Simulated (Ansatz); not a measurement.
The starting structures come from a database of crystals and need not be the phases stable at ambient conditions.

By PBEsol, the system below comes out a metal.

Without scattering a metal conducts by its projected Fermi surface.

Data:

```xyz
1
Lattice="3.0705 0.0000 0.0000 -1.0235 2.8949 0.0000 1.0235 1.4475 2.5071" Properties=species:S:1:pos:R:3 pbc="T T T"
Mg     0.0000     0.0000     0.0000
```

Space group of this cell: Im-3m, bcc (W type). The cell is taken as given.

The current flows along the normal of the first two printed cell vectors, the (110) plane of the conventional cell. No spin-orbit coupling; the value is a mean over 0.1 eV about the Fermi level.

Give the ballistic conductance per area that PBEsol in Ansatz (an electronic-structure program) yields.

0.88 × 10¹⁵ S/m² for both spins.
